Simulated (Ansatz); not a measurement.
The starting structures come from a database of crystals and need not be the phases stable at ambient conditions.

 Where the default PAW files enter, the runs use the earlier of Ansatz's two default sets.

The decay constant κ of evanescent states in the gap governs leakage through a thin film.

Input:

```xyz
4
Lattice="4.5062 0.0000 0.0000 0.0000 4.5062 0.0000 0.0000 0.0000 6.5393" Properties=species:S:1:pos:R:3 pbc="T T T"
Al     0.0000     0.0000     0.0000
In     2.2531     2.2531     3.2696
Sb     0.0000     2.2531     1.5261
Sb     2.2531     0.0000     5.0132
```

Space group of this cell: P-4m2. The cell is strained (lengths along the current scaled by 1.03, ions clamped); by r2SCAN its mean pressure is -1.4 GPa.

Transport runs along the normal of the first two printed cell vectors, the (001) (indices of the unstrained crystal) plane of the conventional cell.

The gap is the functional's own. No spin-orbit coupling. Mid-gap values are interpolated on the energy grid.

Problem. Predict the band gap and the smallest decay constant κ at mid-gap from r2SCAN (Ansatz, a first-principles code).

Solution. Gap 0.67 eV on a 8×8×6 mesh; κ = 0.058 1/Å, at the zone centre.
